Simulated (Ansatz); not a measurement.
For LiF (model structure, started from the NiAs type, P6₃/mmc, No. 194, 4 atoms in the cell), PBE-D3(BJ) (Ansatz, a first-principles code, PAW) gives:

| Property | Result |
|---|---|
| lattice constant a | 2.783 Å |
| lattice parameter c | 4.797 Å |
| cohesive energy | 4.46 eV/atom |
| band gap | 9.14 eV |

Problem. What does r²SCAN in Ansatz (PAW) give for the same quantities?

Solution. 
- lattice constant a: 2.776 Å (drops by 0.3 %)
- lattice parameter c: 4.783 Å (drops by 0.3 %)
- cohesive energy: 4.35 eV/atom (drops by 0.11 eV/atom)
- band gap: 10.18 eV (rises by 1.04 eV)

Changes are worked out from the printed values.

Unless a cell is named, each level is at its own relaxed cell (PBE-D3(BJ) 8.05, r²SCAN 7.98 Å³/atom).

Density-functional gaps are differences of (generalised) Kohn–Sham levels.

Ansatz's density-functional and Hartree–Fock values are scalar-relativistic unless marked +SOC, with PAW data made under PBE.

A model structure was made by putting elements into a prototype or built by hand; it is no filed structure, need not be a known phase, and can be a saddle point held by its symmetry.
